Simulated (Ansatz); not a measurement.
The starting structures come from a database of crystals and need not be the phases stable at ambient conditions.

Consider the following.

```
CELL_PARAMETERS angstrom
      4.50617     0.00000     0.00000
      0.00000     6.34882     0.00000
      0.00000     0.00000     4.50617
ATOMIC_POSITIONS crystal
  Al 0.00000 0.00000 0.00000
  In 0.50000 0.50000 0.50000
  Sb 0.50000 0.76663 0.00000
  Sb 0.00000 0.23337 0.50000
```

Space group of this cell: P-4m2. The cell is taken as given.

Computed with r2SCAN (plane waves, PAW; Ansatz, a first-principles code).

The current runs along the normal of the first two printed vectors; no spin-orbit coupling. Scaled by the factor s: both lengths across the current (ions clamped). Meshes 8×6×8 and 8×6 across the current in all rows.

```csv
s,mean pressure (GPa),band gap (eV)
0.98,2.1,?
1.00,-0.1,0.94
1.02,-1.8,0.61
```

Q: Take the slope of the band gap against ln s from the two given rows, extrapolate to s = 0.98, and say what the run there gives.

A: Slope = (0.61 − 0.94) / ln 1.02 = -16.7 eV. The line gives 0.94 + (-16.7) × ln 0.98 = 1.28 eV. The run gives 1.03 eV, 0.25 eV under the line, 73 % of the predicted step.
